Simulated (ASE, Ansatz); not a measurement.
A thermal frame of composition Na3Si6B5O21, cell Na6Si12B10O42, first heated far above this temperature, then brought to it [in the CHGNet run: it was liquid; mean temperature 1697 K (target 1620 K); density 1.98 g/cm³, volume +7 % from the start cell's; mean pressure 0.7 GPa against a target of 0], from MD with the machine-learned potential CHGNet 0.3.0 in ASE at 1620 K. Level of theory: PBE (plane waves, PAW; Ansatz, a first-principles code).

```yaml
plane_wave_cutoff: 420 eV
k-points: Γ only
Fermi-Dirac width: 0.140 eV
spin: not polarised; no spin-orbit coupling
```

A check of the k-sampling: on the last frame of the same run a denser mesh moved the PBE forces by 0.004 eV/Å rms, the static pressure by 0.00 GPa and the free energy by -1 meV/atom.

```xyz
70
Lattice="10.1636 0.0000 0.0000 0.0000 10.1636 0.0000 0.0000 0.0000 10.1636" Properties=species:S:1:pos:R:3:forces:R:3 pbc="T T T"
Na    7.1071    5.5502    2.2944   1.057  -0.035   0.702
Na    3.6911    3.4617    0.8602   0.022   0.407  -0.219
Na    0.6106   11.1600    5.6882   0.106   0.352   0.513
Na    3.3122    2.9155    7.3811  -1.710  -1.045  -0.055
Na    6.4546    9.5345   -0.1028  -0.433  -0.316  -0.462
Na    4.4004   -3.7328    3.7123   0.040   0.468  -0.299
B    -1.8752    2.9768    2.6631  -2.813  -1.928  -6.960
B     9.6537    4.1965    4.2268   0.920   3.665   2.908
B     1.8142    5.0709    4.2883   1.635   0.347  -1.628
B     7.8060    0.1325    6.3834   0.005   3.645   5.524
B     3.3117    1.9282    3.5096  -0.752  -1.349  -0.941
B     9.3318    9.1390    2.2979  -0.357   2.648   3.323
B    -1.1358    3.6526   10.3047  -1.028   1.891   0.466
B    10.6631    6.1135    2.9036  -5.431  -0.552   0.312
B     3.9470    9.6254    7.8357  -0.731  -1.501   3.895
B     4.0833    4.0051    4.7486  -4.033   1.347   1.428
Si    5.3222    4.4190    7.1894  -0.021   8.858  -1.667
Si    9.1085    1.4301    8.7798  -3.563  -0.996  -2.578
Si    6.1964    2.5369    9.1296   2.154  -0.298  -0.747
Si    0.2389    7.9711    0.7064   1.449  -1.138  -2.051
Si    1.6775    0.1212    1.8469  -1.472   0.203  -1.546
Si    6.0896    5.5876    9.8241  -1.148  -0.080  -0.708
Si   -1.4447    6.2661   -0.8671   0.668   3.442  -4.409
Si    1.5239    0.9579    9.0089   2.460  -0.585  -4.199
Si    5.5953    2.3996    3.6555   0.413   1.137  -0.866
Si    5.2244    9.8623    5.4899   1.530   1.565   2.379
Si    8.1258    5.6214    6.2630   0.100  -0.028   1.312
Si    7.6809    8.2951    4.7457   0.520   1.177  -0.227
O     5.5107    0.9123    4.4220  -0.179   2.067  -1.129
O     5.4119    4.0981    4.2730  -0.076  -3.831  -0.555
O     3.8341   10.0588    6.4250   1.703  -1.225  -0.953
O     0.9291    4.2504    4.7002  -2.200  -3.240   0.456
O     8.6286    8.5686    3.3836  -1.183   0.394  -0.382
O     7.8335    6.7412    5.0359   0.036   0.790   0.687
O     4.2766    2.3118    2.5908   2.121   0.512   0.946
O     1.4966    2.0301    7.7392  -0.949  -0.841   2.444
O     8.7140    2.9635    1.2560  -0.901   0.392   1.002
O     3.0704    4.6960    3.8631   2.704   0.614   1.205
O     2.6967    0.7451    2.9430  -0.809   0.259   1.239
O     1.7008    1.1350   10.6035   0.662   0.080   4.132
O    10.0591    7.2641   -0.7964   0.524   1.873   2.573
O     9.0013    5.9455    7.6780  -2.417   0.300  -0.760
O    10.2122    0.2575   -1.1233  -2.115  -0.029   0.700
O    10.5308    6.7730    1.7530  -1.110  -0.934  -0.586
O     4.9029   -1.2371   -1.6117  -2.510   2.299  -2.749
O     7.2142    6.9698    9.6669   0.344  -2.743   0.023
O     6.4629    0.0842    6.5751  -0.255   0.481  -0.751
O     9.2237    3.1201    3.4243   5.304  -0.121   6.636
O     9.0014    4.5315    5.6070   0.665  -2.796  -2.595
O     9.4658    5.3663    3.3752   1.799   1.398  -2.056
O     7.0301    2.5343    2.8685  -1.998  -0.328   0.635
O     5.3626    2.9636    7.5449   2.954  -5.449   2.215
O     1.6789    8.6387    1.4306  -0.119   1.952  -2.024
O     5.8692    8.5728    4.6337   1.734  -0.622   0.099
O     8.6612    1.1012    7.1875  -0.491  -0.633  -2.493
O    -1.1265    5.1172    0.0762   0.929  -4.968   3.211
O     8.5049    9.3107   -4.2549   0.466  -3.462  -3.676
O    -0.7889    2.9786    9.1946   1.135  -0.390  -0.908
O     3.9244    4.5991    6.2134   1.888  -0.823  -1.618
O     5.3477    5.6300    1.1048   0.637  -0.145  -1.126
O     5.1518    5.5386    8.4654  -0.910  -0.844   0.229
O     8.9891    8.8736    0.9815   1.542  -0.213   1.361
O     1.5055    6.3107    3.7064   2.146   0.859   1.426
O     7.4425    1.1976   -0.9018  -0.370   2.483   0.395
O     6.9204    4.0550    9.4715  -0.937  -0.266   0.304
O     6.5869    5.2034    6.5063  -0.225  -0.806   0.089
O     3.1980    2.5622    4.6972   1.288  -0.898   0.088
O     0.1988   -0.0417    2.7117  -1.379  -0.837  -1.105
O     4.9682    2.1192    9.9183  -1.532  -0.655   1.284
O     2.5893    9.9764    8.5547   2.502  -0.956  -1.112
```

```json
{
 "free energy on this k-sampling (the code's own zero, frozen cores included)": "-41990.3 eV",
 "static pressure (no kinetic part)": "-1.04 GPa",
 "rms_force_component": "2.002 eV/Å",
 "largest_force": "9.01 eV/Å on atom 17",
 "Kohn-Sham gap at the supercell's Γ point": "1.62 eV"
}
```

Static stress tensor (GPa, compression positive):
```
-1.07  -0.74  -0.99
-0.74   0.06  -1.85
-0.99  -1.85  -2.10
```
